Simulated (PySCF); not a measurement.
PySCF 2.14.0, unrestricted BP86/def2-svp, df: [CH2]OCC(C)OC(C)=O, charge 0, multiplicity 2, 20 atoms. The geometry is a generated start, not checked to be a minimum at this level.

```json
{
 "task": "energy",
 "method": "bp86",
 "basis": "def2-svp",
 "two_electron_scheme": "density fitting",
 "mol.max_memory": "3000 MB",
 "mf.max_cycle": "100",
 "mf.conv_tol": "1e-09 (default)",
 "mf.grids.level": "3 (default)",
 "basis_functions": "181",
 "grid_points": "234848"
}
```

```xyz
20

C     -2.8874     1.2688    -0.9290
O     -1.6710     0.9390    -0.4173
C     -1.4113    -0.4335    -0.2667
C     -0.1511    -0.6072     0.5839
C      0.0566    -2.0598     0.9943
O      0.9601    -0.1588    -0.1994
C      1.7665     0.7696     0.3298
C      2.7810     1.2252    -0.6853
O      1.6808     1.1796     1.4558
H     -3.0737     2.3246    -0.9294
H     -3.6971     0.5615    -0.8574
H     -2.2575    -0.9373     0.2209
H     -1.2460    -0.8948    -1.2514
H     -0.2161     0.0370     1.4695
H     -0.7302    -2.3690     1.6771
H      1.0152    -2.1637     1.4973
H      0.0446    -2.7060     0.1183
H      3.5865     1.7548    -0.1864
H      2.2857     1.8959    -1.3841
H      3.1646     0.3743    -1.2406
```

Charge 0 and multiplicity 2 are set for this test and not shown to be the ground state.

With the defaults (mf.DIIS = CDIIS, mf.diis = true, mf.init_guess = minao, mf.diis_space = 8, newton = off, mf.damp = 0, mf.diis_start_cycle = 1) it converges in 16 Fock builds. One run each on 2 threads, 1 BLAS thread, with these changes:
- mf.diis = false, mf.damp = 0.7, mf.diis_start_cycle = 999
- mf.init_guess = huckel
- mf.init_guess = 1e
- mf.diis_space = 3
- mf.diis_space = 12
- mf.DIIS = EDIIS
- newton = Hessian by the SCF's own integrals
- mf.init_guess = mod_huckel
- mf.diis = false

**Question.** Which of these changes keep the SCF from converging, or lead it to another solution?

**Answer.** No convergence: mf.DIIS = EDIIS; mf.diis = false (the run ends without SCF convergence in 100 cycles). The rest reach the solution of the defaults.

```
setting                                                    Fock builds             end
---------------------------------------------------------  -----------  --------------
mf.diis_space = 12                                                  15   same solution
the defaults                                                        16   same solution
mf.init_guess = mod_huckel                                          21   same solution
mf.init_guess = 1e                                                  23   same solution
mf.init_guess = huckel                                              23   same solution
newton = Hessian by the SCF's own integrals                         29   same solution
mf.diis = false, mf.damp = 0.7, mf.diis_start_cycle = 999           30   same solution
mf.diis_space = 3                                                   43   same solution
mf.DIIS = EDIIS                                                    101  no convergence
mf.diis = false                                                    101  no convergence
```

Under newton the count holds the products with the orbital Hessian.
